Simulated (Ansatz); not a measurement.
Model: Si(111) 1x1 surface, 6 top atoms, 3 bilayers, bottom bilayer H-capped and fixed, every top atom capped by H; cell 11.5 x 6.6 Å; two neighbouring H replaced by OH; about 7 Å thick over the host's atoms, 18 atoms held. The numbers are results of PBE-D3(BJ) (plane waves to 420 eV, PAW; Ansatz, a program for electronic structure), not measurements. Sampling: 1x2x1 k points. The slab states were run without spin polarisation. Results hold for this slab, coverage and mesh. Energies are static: no zero-point or thermal part. Each state was relaxed from one prepared geometry.

One H2O a cell is brought to the surface left by an earlier step (BF3 exchanges a ligand with a surface O-H group and HF forms), after HF has left. Relaxed result near the molecule:

| atom | x (Å) | y (Å) | z (Å) |
|---|---|---|---|
| Si(16) | 5.768 | 3.348 | 9.524 |
| H(29) | 3.848 | 0.020 | 11.019 |
| Si(30) | 7.660 | 0.021 | 9.445 |
| H(44) | 7.678 | -0.002 | 10.966 |
| O(46) | 6.007 | 3.399 | 11.173 |
| O(48) | 1.706 | 3.458 | 11.202 |
| H(49) | 2.480 | 3.164 | 11.721 |
| B(a0) | 5.428 | 2.916 | 12.341 |
| F(a2) | 4.098 | 2.530 | 12.280 |
| F(a3) | 5.765 | 3.573 | 13.494 |
| O(b0) | 6.189 | 1.355 | 12.673 |
| H(b1) | 6.673 | 0.948 | 11.914 |
| H(b2) | 6.842 | 1.488 | 13.383 |

### Question
What is the adsorption energy against the free H2O and the slab before, and how much of it is dispersion?

### Answer
-0.46 eV (negative: bound); the D3 term gives -0.15 eV of it. Its closest contacts to the rest of the cell: H(b1)...H(44) 1.68 Å, O(b0)...B(a0) 1.77 Å, H(b2)...B(a0) 2.26 Å.
